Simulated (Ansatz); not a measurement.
# PBE against r2SCAN: ZnO, uniaxial strain ε_zz = +1.38 %

The reference is ZnO in the wurtzite structure (space group P6_3mc, No. 186; a = 3.280 Å, c = 5.294 Å). Axes: x lies along a and z along c of the hexagonal cell.

(Cell as relaxed with PBE.)

Levels (all Ansatz, a quantum-chemistry and plane-wave program, PAW, earlier PAW set): PBE (420 eV, no SOC); r2SCAN (500 eV, no spin-orbit coupling).

Each level relaxes its own structure.

```csv
base,PBE,r2SCAN
volume per atom,12.33 Å³,11.81 Å³
lattice parameter a,3.280 Å,3.235 Å
band gap,0.74 eV,1.23 eV
```

One thing is altered: uniaxial strain ε_zz = +1.38 %, all other strain components held at zero, atoms relaxed at fixed cell.

```json
[
 {"quantity": "valence-band top at Γ (three highest levels, from the VBM)", "PBE": "0.00, 0.00, -0.09 eV", "r2SCAN": "[?]"},
 {"quantity": "electron mass", "PBE": "0.13 mₑ (at Γ)", "r2SCAN": "[?]"},
 {"quantity": "band gap", "PBE": "0.70 eV", "r2SCAN": "[?]"},
 {"quantity": "pressure (mean of the normal stresses, compression positive)", "PBE": "-1.72 GPa", "r2SCAN": "[?]"}
]
```

Task: Predict the r2SCAN column.

Result: 
- valence-band top at Γ (three highest levels, from the VBM), r2SCAN: 0.00, 0.00, -0.10 eV
- electron mass, r2SCAN: 0.19 mₑ (at Γ)
- band gap, r2SCAN: 1.20 eV
- pressure (mean of the normal stresses, compression positive), r2SCAN: -1.99 GPa

PBE's band gap lies 0.50 eV below r2SCAN's; PBE's pressure lies 0.27 GPa above r2SCAN's. Neither level is exact; r2SCAN is the comparison here, not a measurement.

Masses are band curvatures over ±0.01 Å⁻¹ around the edge. Stability against distortions was not tested.
